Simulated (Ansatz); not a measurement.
The parent structure is Al2Cu (space group Fm-3m, No. 225; a = 5.727 Å; a cell from a computed database, its experimental status unchecked; relaxed with 0.1 eV smearing). Axes: x, y, z lie along the cube axes.

Level of theory: PBEsol in Ansatz (plane waves to 420 eV, PAW, no spin-orbit coupling), earlier PAW set.

Strains are applied to the cell and any free atomic positions relax; under biaxial strain the out-of-plane vector relaxes too.

One change was made to it. Results:

| quantity | base | after |
|---|---|---|
| energy relative to the base (free energy F) | 0 meV/atom | +0.2 meV/atom |
| pressure (mean of the normal stresses, compression positive) | 0.0 GPa | 0.0 GPa |
| shortest interatomic distance | 4.686 bohr | 4.679 bohr |

Problem. Which of these changes matches the shifts?
A. biaxial strain −0.53 %, plane normal [001], relaxed out of plane
B. tensor shear ε_yz = −0.39 %
C. uniaxial strain ε_xx = +1.83 %
D. biaxial strain +3.73 %, plane normal [111], relaxed out of plane

Solution. B, tensor shear ε_yz = −0.39 %. For comparison, the pressure in the other runs: biaxial strain +3.73 %, plane normal [111], relaxed out of plane gives -4.8 GPa; uniaxial strain ε_xx = +1.83 % gives -1.8 GPa; biaxial strain −0.53 %, plane normal [001], relaxed out of plane gives 0.7 GPa.

No phonon test of stability was made. The base started in I4/mmm and relaxed to Fm-3m at this level. The final runs are not spin-polarised.

Ansatz is an electronic-structure program.
